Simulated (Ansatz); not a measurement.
By hand: formation energy of InP (zinc blende, F-43m) from the elements

This concerns the formation energy of InP (zinc blende, F-43m) from the elements. Reaction: P (black phosphorus) + In (I4/mmm) → InP (zinc blende). Negative: the products are lower in energy. The value is per atom of the solid.

InP (zinc blende, F-43m), 2 atoms in the cell. Conventional cell: a = 5.894 Å, b = 5.894 Å, c = 5.894 Å, α = 90.00°, β = 90.00°, γ = 90.00°.

Method: Ansatz (a program for electronic structure), PAW, neutral cells at 0 K with nuclei at rest, on structures from PBE+D3(BJ). Ansatz runs with its PAW set soft_1. Other levels take these structures. The lattices are those relaxed with PBE+D3(BJ), so at other levels the solids can be strained. A dispersion term (D3(BJ), or D4 for r2SCAN) was computed beside these levels and is taken off wherever the name lacks it. The runs are scalar-relativistic, without spin-orbit coupling.

Total energies of the cells in eV, at zero smearing width. They compare only within one column; the weights balance every element.

```tsv
cell	atoms	weight	r2SCAN
InP (zinc blende)	2	+4	-6371.80129
P (black phosphorus)	4	−1	-3036.48689
In (I4/mmm)	1	−4	-5611.87900
```

r2SCAN: 4 × (-6371.80129) − (-3036.48689) − 4 × (-5611.87900) = -3.202 eV; dividing by 8 atoms gives -0.40 eV/atom.

What follows from the r2SCAN value: A formula unit of InP has 2 atoms, so it forms with -0.4003 × 2 = -0.801 eV, or -77.3 kJ/mol at 96.485 kJ/mol per eV.
